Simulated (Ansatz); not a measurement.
Levels about the gap of amorphous Ga40O60 (100 atoms in a cell of 1211 Å³, 5.14 g/cm³; zone centre alone, so wide bands show as single levels with stretches between that a denser mesh fills), at the geometry that PBE relaxed, where it gives 0.1 GPa on a denser mesh. The participation number counts the atoms over which a state spreads; weights are charges in smoothed Voronoi cells. The levels come from a single point, so bond lengths are those of that geometry. Method of the levels: r2SCAN, scalar-relativistic without spin-orbit coupling (Ansatz, a quantum-chemistry and plane-wave program). Sampling: the zone centre alone; Fermi-Dirac width 0.02 eV; no spin polarisation. At PBE the levels at the filled edge of the gap are localised (band-tail or defect states), and the nearest spread-out levels lie 1.9 eV apart at the zone centre.

Preparation: random packing, a CHGNet melt and quench, and a DFT relaxation. O atoms were pushed apart under 1.9 Å during the dynamics, to hinder bonds among them. The hot cell started wider than the set density and was brought back towards it in steps. It is the lowest in DFT energy of 4 quenches. It is a model cell: composition and starting density were chosen by hand, and all elements were melted together. No dispersion term was used. A short ab initio anneal came between quench and relaxation. Its density started from a set value of 5.09 and ended at 5.14 g/cm³. The quench (nominally 350 K/ps over its main leg) was far faster than any real one, so the model tends to hold more defects than a real film. One small periodic cell is one sample of the glass; other quenches scatter about these values. Volume and shape were free in the relaxation.

| E - E(highest filled), eV | filling | participation number | largest on | weight O | weight Ga |
|---|---|---|---|---|---|
| -0.39 | filled | 9.9 | O, 3 neighbours | 0.95 | 0.05 |
| -0.37 | filled | 7.8 | O, 3 neighbours | 0.96 | 0.04 |
| -0.28 | filled | 13.1 | O, 3 neighbours | 0.95 | 0.05 |
| -0.25 | filled | 14.8 | O, 2 neighbours | 0.95 | 0.05 |
| -0.24 | filled | 11.3 | O, 3 neighbours | 0.95 | 0.05 |
| -0.14 | filled | 11.2 | O, 2 neighbours | 0.95 | 0.05 |
| 0.00 | filled | 2.2 | O, 2 neighbours | 0.95 | 0.05 |
| 1.92 | empty | 88.5 | Ga, 4 neighbours | 0.51 | 0.49 |
| 4.13 | empty | 39.2 | Ga, 5 neighbours | 0.57 | 0.43 |
| 4.21 | empty | 34.5 | Ga, 4 neighbours | 0.55 | 0.45 |
| 4.40 | empty | 57.7 | Ga, 4 neighbours | 0.57 | 0.43 |
| 4.49 | empty | 49.6 | Ga, 5 neighbours | 0.56 | 0.44 |
| 4.67 | empty | 54.4 | Ga, 4 neighbours | 0.59 | 0.41 |
| 4.81 | empty | 57.2 | Ga, 4 neighbours | 0.58 | 0.42 |

Most localised among these is the filled level at +0.00 eV, on a O atom, which has 2 neighbours (Ga 1.80 Å, Ga 1.81 Å).
